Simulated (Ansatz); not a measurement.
**A computed series for TaC: response to strain**

Take TaC in the rock salt structure (space group Fm-3m, No. 225; a = 4.440 Å; relaxed with 0.1 eV smearing) as the base. Axes: x, y, z lie along the cube axes.

Strains are applied to the cell and any free atomic positions relax; under biaxial strain the out-of-plane vector relaxes too; under stress the whole cell relaxes.

Calculations: PBEsol in Ansatz (plane waves to 420 eV, PAW, no spin-orbit coupling), earlier PAW set.

Candidates:
(a) isotropic strain +1.44 %
(b) uniaxial stress, 5 GPa compression along x
(c) strain tensor (xx, yy, zz, yz, xz, xy) = (+1.25, +0.67, +1.73, +1.27, +0.25, −0.99) %
(d) isotropic strain −0.50 %
(e) biaxial strain +4.94 %, plane normal [111], relaxed out of plane

Notes on the quantities. energy relative to the base: free energy F.

Problem. Order them by energy relative to the base, highest first.

Solution. (e) biaxial strain +4.94 %, plane normal [111], relaxed out of plane (+97 meV/atom), (c) strain tensor (xx, yy, zz, yz, xz, xy) = (+1.25, +0.67, +1.73, +1.27, +0.25, −0.99) % (+22 meV/atom), (a) isotropic strain +1.44 % (+21 meV/atom), (d) isotropic strain −0.50 % (+2.7 meV/atom), (b) uniaxial stress, 5 GPa compression along x (+1.1 meV/atom)

Beyond what the load breaks, stability against distortions was not tested. The final runs are not spin-polarised. An odd electron count without spin: TaC.

Ansatz is an electronic-structure program.
